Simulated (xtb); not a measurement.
xtb 6.7.1, GFN2-xTB: Ge(Vi)2(OMe)(NMe2) (C=[CH][Ge]([CH]=C)([O]C)[N](C)C), 25 atoms. The geometry is a generated start, not checked to be a minimum at this level.

method: GFN2-xTB
--acc: 1 (default)
--etemp (K): 300 (default)
detailed input (--input): none: ANC optimiser, Lindh (1995) Hessian, microcycle=20, maxdispl=1.0, hlow=0.01 (default)
basis functions: 61
valence electrons: 58

```xyz
25

C     -2.3162    -1.3390     1.4264
C     -1.3918    -0.4019     1.5373
Ge    -0.2465     0.2088     0.0401
C     -1.0590    -0.0149    -1.7512
C     -0.9607    -1.1244    -2.4636
O      0.1344     1.9541     0.3309
C     -0.7913     3.0136     0.3345
N      1.3532    -0.7025     0.0678
C      1.9491    -1.0595     1.3379
C      2.3570    -0.3568    -0.9166
H     -2.5001    -1.8390     0.4890
H     -2.9245    -1.6530     2.2626
H     -1.2352     0.0889     2.4904
H     -1.6215     0.8252    -2.1412
H     -1.4212    -1.2310    -3.4356
H     -0.4062    -1.9741    -2.0982
H     -1.7729     2.7115     0.7103
H     -0.9137     3.4220    -0.6730
H     -0.3925     3.7964     0.9841
H      2.5719    -0.2582     1.7515
H      2.5750    -1.9464     1.2056
H      1.1601    -1.2939     2.0508
H      2.9616     0.5056    -0.6111
H      1.8665    -0.1212    -1.8601
H      3.0244    -1.2104    -1.0687
```

The structure is relaxed from this start with --opt LEVEL for the levels crude, sloppy, loose, lax, normal, tight, vtight, extreme, once each. Up to the end of the extreme run atoms move by at most 0.45 Å along an axis.

### Question
What is the loosest level that ends within 5 meV of the extreme run, and how many cycles does it take?

### Answer
normal: 20 cycles against 48, ending 0.22 meV above.

```tsv
level	cycles	energy above the extreme run (meV)	gradient norm (eV/Å)
crude	1	9.2	0.10
sloppy	1	9.2	0.10
loose	1	9.2	0.10
lax	1	9.2	0.10
normal	20	0.22	0.021
tight	23	0.14	0.027
vtight	38	under 0.01	0.0045
extreme	48	—	0.0012
```
